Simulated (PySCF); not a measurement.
PySCF 2.14.0, BP86/def2-svp, df: C[SiH2]O[Si](Cl)(Cl)Cl, 12 atoms. The geometry is a generated start, not checked to be a minimum at this level.

```yaml
task: energy
method: bp86
basis: def2-svp
two_electron_scheme: density fitting
mol.max_memory: 3000 MB
mf.max_cycle: 100
mf.conv_tol: 1e-09 (default)
mf.grids.level: 3 (default)
basis_functions: 143
grid_points: 172240
```

```xyz
12

Si     2.2190    -0.0619     0.3979
Cl     3.0799    -1.6767    -0.4230
Cl     3.1632     1.6074    -0.1930
Cl     2.1827    -0.2032     2.3964
O      0.6977     0.0129    -0.0922
Si    -0.7217     0.1002    -0.9243
C     -2.1003    -0.0149     0.3704
H     -0.6832    -1.0377    -1.8430
H     -0.6723     1.3898    -1.6099
H     -2.0362     0.7952     1.0940
H     -3.0790     0.0384    -0.0981
H     -2.0497    -0.9494     0.9249
```

With the defaults (mf.DIIS = CDIIS, mf.diis = true, mf.diis_space = 8, mf.init_guess = minao, mf.damp = 0, mf.diis_start_cycle = 1, mf.level_shift = 0) it converges in 13 Fock builds. One run each on 2 threads, 1 BLAS thread, with these changes:
- mf.init_guess = atom
- mf.diis_space = 3
- mf.DIIS = EDIIS
- mf.DIIS = ADIIS
- mf.level_shift = 1 Hartree
- mf.diis_space = 12
- mf.damp = 0.3, mf.diis_start_cycle = 4
- mf.diis = false
- mf.init_guess = sap

Task: Which of these changes keep the SCF from converging, or lead it to another solution?

Result: No convergence: mf.DIIS = EDIIS; mf.diis = false (the run ends without SCF convergence in 100 cycles). The rest reach the solution of the defaults.

```json
[
 {"setting": "the defaults", "Fock builds": "13", "end": "same solution"},
 {"setting": "mf.diis_space = 12", "Fock builds": "13", "end": "same solution"},
 {"setting": "mf.init_guess = atom", "Fock builds": "14", "end": "same solution"},
 {"setting": "mf.init_guess = sap", "Fock builds": "17", "end": "same solution"},
 {"setting": "mf.damp = 0.3, mf.diis_start_cycle = 4", "Fock builds": "18", "end": "same solution"},
 {"setting": "mf.diis_space = 3", "Fock builds": "20", "end": "same solution"},
 {"setting": "mf.DIIS = ADIIS", "Fock builds": "21", "end": "same solution"},
 {"setting": "mf.level_shift = 1 Hartree", "Fock builds": "29", "end": "same solution"},
 {"setting": "mf.DIIS = EDIIS", "Fock builds": "101", "end": "no convergence"},
 {"setting": "mf.diis = false", "Fock builds": "101", "end": "no convergence"}
]
```
